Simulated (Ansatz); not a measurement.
## Quick settings and what they miss: KCl (Fm-3m, 2 atoms in the cell)

Self-consistent single point.

```
CELL_PARAMETERS angstrom
      0.00000     3.13590     3.13590
      3.13590     0.00000     3.13590
      3.13590     3.13590     0.00000
ATOMIC_POSITIONS crystal
  K  0.00000 0.00000 0.00000
  Cl 0.50000 0.50000 0.50000
```

Level of theory: PBE, PAW files (plane waves; Ansatz, a first-principles code).

Base settings: basis.ecutwfc = 30.9 Ry; kpoints.mp_grid.grid = 6 6 6; hamiltonian.xc = pbe; hamiltonian.pseudopotentials = {kind: paw} (the program's default PAW files); scf.occupations.method = fixed.

Tight run (finer mesh or higher cutoff; not a proven limit): basis.ecutwfc: 30.9 Ry → 43.4 Ry; kpoints.mp_grid.grid: 6 6 6 → 9 9 9; scf.convergence.dr2_threshold: default (1e-07 eV) → 1e-09 eV. It gave top of the valence band (on the code's own zero) 0.91 eV; gap on the k-point mesh 5.22 eV; pressure 0.96 GPa.

Quick runs, as changes from the base:
- A: the base itself
- B: basis.ecutwfc: 30.9 Ry → 18.4 Ry; kpoints.mp_grid.grid: 6 6 6 → 1 1 1
- C: basis.ecutwfc: 30.9 Ry → 15.4 Ry; kpoints.mp_grid.grid: 6 6 6 → 4 4 4
- D: basis.ecutwfc: 30.9 Ry → 18.4 Ry; kpoints.mp_grid.grid: 6 6 6 → 3 3 3
- E: basis.ecutwfc: 30.9 Ry → 15.4 Ry; kpoints.mp_grid.grid: 6 6 6 → 2 2 2; scf.occupations.method: fixed → gaussian; scf.occupations.width: default → 0.01 Ry; scf.convergence.dr2_threshold: default (1e-07 eV) → 0.0001 eV
- F: basis.ecutwfc: 30.9 Ry → 15.4 Ry; kpoints.mp_grid.grid: 6 6 6 → 8 8 8; hamiltonian.xc: pbe → lda; scf.occupations.method: fixed → cold; scf.occupations.width: default → 0.01 Ry [LDA (PW92)]
- G: kpoints.mp_grid.grid: 6 6 6 → 3 3 3; hamiltonian.xc: pbe → b3lyp [B3LYP]
- H: kpoints.mp_grid.grid: 6 6 6 → 3 3 3; hamiltonian.xc: pbe → hse06 [HSE06]

Dashes: energy of F, G, H, another energy zero; count of G, H, another kind of functional, whose work the count does not hold.

Gaps are read on each run's own mesh, which may miss the band edges.

† marks runs with another functional, U, potentials or spin treatment: their distance from the tight run is not a convergence error alone.

The count of work is k-points × plane waves × bands × iterations; it is no time. 

Pressures in the table are Ansatz's without its Pulay estimate, at a fixed set of plane waves; the tight run's value above holds the estimate.

The starting cell comes from a database of computed structures (which also holds hypothetical and non-ambient phases and stackings), without a prior relaxation at this level. Its lattice was rescaled by a random factor within 2.5 % of one.

```csv
run,energy less tight (meV/atom),pressure less tight (GPa),gap on the mesh less tight (eV),count of work / tight
A,0.1,0.00,0.000,0.25
B,1540.4,10.03,-0.918,0.0067
C,351.1,-9.84,0.016,0.041
D,66.1,-2.43,0.012,0.027
E,354.3,-8.69,-0.021,0.013
F†,–,-14.07,-0.439,0.15
G†,–,0.25,1.599,–
H†,–,-0.30,1.313,–
```

Among the runs at the tight run's level, the energy misses run from 0.1 to 1540.4 meV/atom.

Keys are those of Ansatz 0.2.
